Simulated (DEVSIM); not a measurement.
Device: Ni/Al2O3/p-Ge capacitor, at 250 K.

| layer (left to right) | material | thickness (nm) | Na (cm⁻³) |
|---|---|---|---|
| 1 | Al2O3 | 11.0 | - |
| 2 | Ge | 18000 | 5.5e14 |

Metal gate on the left, work function 5.1 eV. Fixed charge at the semiconductor interface 0 cm⁻² (in units of +e); no interface traps.

Constants are typed, rounded textbook-type inputs, not results; the design itself was drawn at random and stands for no fabricated device. Values at 300 K; Nc and Nv go as T^1.5, mobilities as T to minus their exponent, the gap by Varshni's rule with the affinity fixed.

```
parameter         Al2O3        Ge
----------------  -----  --------
gap (eV)            6.8     0.664
affinity (eV)      1.35         4
permittivity          9        16
Nc (cm⁻³)             -   1.04e19
Nv (cm⁻³)             -      6e18
Varshni α (eV/K)      -  0.000477
Varshni β (K)         -       235
```

DEVSIM, 1D Poisson equation in equilibrium, Boltzmann statistics, complete ionisation; no quantum confinement or tunnelling. Metal contacts follow the ideal Schottky-Mott rule: no Fermi-level pinning, no interface dipoles.

Question: Tabulate band edges, carrier densities and field at 0.85 V on the gate.

Answer: Energies count from the Fermi level of the right contact; mesh points crowd at the junctions.

| x (μm) | Ec (eV) | Ev (eV) | n (cm⁻³) | p (cm⁻³) | field (V/cm) |
|---|---|---|---|---|---|
| 0.000 | 2.900 | -3.900 | < 1e2 | < 1e2 | 9100 |
| 0.001641 | 2.901 | -3.898 | < 1e2 | < 1e2 | 9100 |
| 0.005098 | 2.905 | -3.895 | < 1e2 | < 1e2 | 9100 |
| 0.008987 | 2.908 | -3.892 | < 1e2 | < 1e2 | 9100 |
| 0.01117 | 0.260 | -0.423 | 4.5e13 | 1.4e10 | 5100 |
| 0.01327 | 0.261 | -0.422 | 4.3e13 | 1.4e10 | 5100 |
| 0.01871 | 0.264 | -0.419 | 3.8e13 | 1.6e10 | 5000 |
| 0.04199 | 0.275 | -0.407 | 2.2e13 | 2.8e10 | 4900 |
| 0.09290 | 0.299 | -0.383 | 7.3e12 | 8.6e10 | 4600 |
| 0.2244 | 0.354 | -0.329 | 5.7e11 | 1.1e12 | 3700 |
| 0.5833 | 0.449 | -0.233 | 6.9e9 | 9.0e13 | 1600 |
| 2.020 | 0.488 | -0.194 | 1.1e9 | 5.5e14 | ≈ 0 |
| 5.203 | 0.488 | -0.194 | 1.1e9 | 5.5e14 | ≈ 0 |
| 11.81 | 0.488 | -0.194 | 1.1e9 | 5.5e14 | ≈ 0 |
| 16.30 | 0.488 | -0.194 | 1.1e9 | 5.5e14 | ≈ 0 |
| 17.35 | 0.488 | -0.194 | 1.1e9 | 5.5e14 | ≈ 0 |
| 17.76 | 0.488 | -0.194 | 1.1e9 | 5.5e14 | ≈ 0 |
| 17.92 | 0.488 | -0.194 | 1.1e9 | 5.5e14 | ≈ 0 |
| 17.98 | 0.488 | -0.194 | 1.1e9 | 5.5e14 | ≈ 0 |
| 18.00 | 0.488 | -0.194 | 1.1e9 | 5.5e14 | ≈ 0 |
| 18.01 | 0.488 | -0.194 | 1.1e9 | 5.5e14 | ≈ 0 |
| 18.01 | 0.488 | -0.194 | 1.1e9 | 5.5e14 | ≈ 0 |
